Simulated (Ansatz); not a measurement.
Input and output of a self-consistent single point for a (001) slab of FeGe (cut from a parent of space group no. 191; 12 atoms in the cell) (Ansatz, a quantum-chemistry and plane-wave program).

Computed with LDA (PW92), default PAW files made with PBE (plane waves; Ansatz).

```xyz
12
Lattice="4.9726 0.0000 0.0000 -2.4863 4.3064 0.0000 0.0000 0.0000 20.1428" Properties=species:S:1:pos:R:3 pbc="T T T"
Fe     2.4863     0.0000     9.0476
Fe     1.2432     2.1532     9.0476
Fe    -1.2432     2.1532     9.0476
Ge     0.0000     0.0000     9.0476
Ge     0.0000     2.8709     7.0000
Ge     2.4863     1.4355     7.0000
Fe     2.4863     0.0000    13.1428
Fe     1.2432     2.1532    13.1428
Fe    -1.2432     2.1532    13.1428
Ge     0.0000     0.0000    13.1428
Ge     0.0000     2.8709    11.0952
Ge     2.4863     1.4355    11.0952
```
Moments meant for the start (each program seeds them in its own way; μB, in the order of the atoms Fe Fe Fe Ge Ge Ge Fe Fe Fe Ge Ge Ge): 4.0 4.0 4.0 0.0 0.0 0.0 4.0 4.0 4.0 0.0 0.0 0.0.

Reference input (self-consistent single point, DFT, LDA (PW92), plane waves, default PAW files made with PBE): basis.ecutwfc = 30.9 Ry; kpoints.mp_grid.grid = 4 4 1; hamiltonian.xc = lda; hamiltonian.pseudopotentials = {kind: paw} (the program's default PAW files); magnetization.spin_polarized = true; scf.occupations.method = fermi_dirac; scf.occupations.width = 0.0073 Ry. This run's input differs from it in these lines:

Ansatz 0.2 input:
```diff
@@ -19,3 +19,3 @@
 basis:
-  ecutwfc: 30.9 Ry
+  ecutwfc: 21.7 Ry
 kpoints:
```

Log, with long lists cut:

```
SCF iter   1: F=—  HF=-51810.014914 eV  |F-HF|=—  |Δ(HF+E_count)|=         —  Δρ=1.01e-1 (↑1.01e-1 ↓8.24e-2)  dr2=1.15e1  dr2_m=3.22e1  M=10.092 μB ∫|m|=11.487 μB  β_m=0.30  ethr=3.10e-3  ⟨swp⟩=9.9  Hψ=4780  notcnv=0  defer=15
Mixer restart at iter 1: flushing history
all-band conjugate gradients solve this SCF's bands
preconditioner: auto → LDOS
spin=Collinear: LDOS preconditioning applied to the charge; magnetization (m = ρ↑ − ρ↓) channel mixes plain (no charge-response kernel on spin).
   [... lines left out ...]
SCF iter  17: F=-51807.626990 eV  HF=-51807.626990 eV  |F-HF|=2.91e-10  |Δ(HF+E_count)|=  1.82e-10  Δρ=1.11e-7 (↑5.63e-8 ↓1.11e-7)  dr2=3.28e-10  dr2_m=4.23e-12  M=9.518 μB ∫|m|=10.899 μB  β_m=1.00  ethr=1.00e-12  ⟨swp⟩=1.2  Hψ=2100  notcnv=0  κ⁻¹=2.3e-3(r=3)
SCF iter  18: F=-51807.626990 eV  HF=-51807.626990 eV  |F-HF|=1.53e-10  |Δ(HF+E_count)|=  5.82e-11  Δρ=9.68e-8 (↑3.86e-8 ↓9.68e-8)  dr2=2.26e-10  dr2_m=3.63e-12  M=9.518 μB ∫|m|=10.899 μB  ethr=1.00e-12  ⟨swp⟩=1.5  Hψ=2178  notcnv=0
SCF 1 converged in 18 iterations: F = -51807.626990 eV  dr2 = 2.26e-10
this state was not tested for a lower state beside it, because too few of the mixer's solves of this state at the end of the SCF gave a reading for the test …
an eigenvalue changed by more than its tolerance at an iteration that met the thresholds in force, so the SCF went on 5 times, its first undamped step at …
Magnetization: 9.5180 μB (94.7590 up, 85.2410 down)
Absolute magnetization: 10.9027 μB (∫|ρ↑−ρ↓|, with the PAW one-centre terms)
Spin contamination: 0.3539 ħ² per cell (⟨S²⟩ above its minimum at these occupations)
   [... lines left out ...]
Free energy (F): -51807.626990 eV
Fermi energy:    2.686222 eV
   [... lines left out ...]
  atom  12  Ge     0.00000000    -0.00000000     0.25584390
--- Stress (GPa, compression-positive) ---
       -5.339285       0.000000       0.000000
        0.000000      -5.339285      -0.000000
        0.000000       0.000000      -3.264274
  P = ⅓ Tr σ = -4.6476 GPa (-46.476 kbar)
  The stress holds the Pulay correction. Without it, at fixed plane waves, as pw.x and ABINIT print it: P = -18.2468 GPa
```

The run converged in 18 iterations. 

The starting cell comes from a database of computed structures (which also holds hypothetical and non-ambient phases and stackings), without a prior relaxation at this level. The slab is cut from that crystal, and its faces are unrelaxed. Its lattice was rescaled by up to half a per cent. The magnetic order is the one reached from the typed start; others were not searched systematically. The two faces of this cut differ, and no dipole correction was used. Forces in this geometry exceed 1 eV/Å. The cutoff lies below the one recommended for these files.

These are the values that this program gave, and no reference: magnetic slabs can end in a higher state.

Cost on one core of a shared machine: roughly 50 s.
